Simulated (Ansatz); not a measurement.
## ZrC: response to strain

The reference is ZrC in the rock salt structure (space group Fm-3m, No. 225; a = 4.709 Å; relaxed with 0.1 eV smearing).

Strains are applied to the cell and any free atomic positions relax.

Computed with Kohn–Sham DFT with the PBE functional, run in Ansatz (a first-principles code) with PAW and 420 eV plane waves, without spin-orbit coupling.

Notes on the quantities. energy relative to the base: free energy F.

```tsv
isotropic strain (%)	energy relative to the base (meV/atom)
-3	80.5
-2	34.7
-1.5	19.2
-1	8.4
0	0.0
0.5	2.0
1	?
1.5	17.5
2.5	47.2
```

**Question.** Fit ΔE = Aε² + Bε³ (ε in %) to the rows shown and predict the withheld row.

**Answer.** Least squares on the printed values gives A = 8.18 and B = -0.25 meV/atom (largest residual 0.1 meV/atom); this predicts 7.9 meV/atom, and the run gives 7.9 meV/atom, in agreement.

Stability against distortions was not tested. The final runs are not spin-polarised.
